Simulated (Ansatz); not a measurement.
For GaAs (model structure, started from the CsCl type, Pm-3m, No. 221, 2 atoms in the cell), PBEsol (PAW; Ansatz, a quantum-chemistry and plane-wave program) gives:

| Quantity | Result |
|---|---|
| lattice constant a | 3.307 Å |
| cohesive energy | 3.08 eV/atom |

Task: What does r²SCAN+rVV10 (Ansatz, PAW) give for the same quantities?

Result: 
- lattice constant a: 3.323 Å (grows by 0.5 %)
- cohesive energy: 2.75 eV/atom (drops by 0.33 eV/atom)

Changes are worked out from the printed values.

Unless a cell is named, each level is at its own relaxed cell (PBEsol 18.08, r²SCAN+rVV10 18.34 Å³/atom).

Ansatz's density-functional and Hartree–Fock values are scalar-relativistic unless marked +SOC, with PAW data made under PBE.

A model structure was made by putting elements into a prototype or built by hand; it is no filed structure, need not be a known phase, and can be a saddle point held by its symmetry.
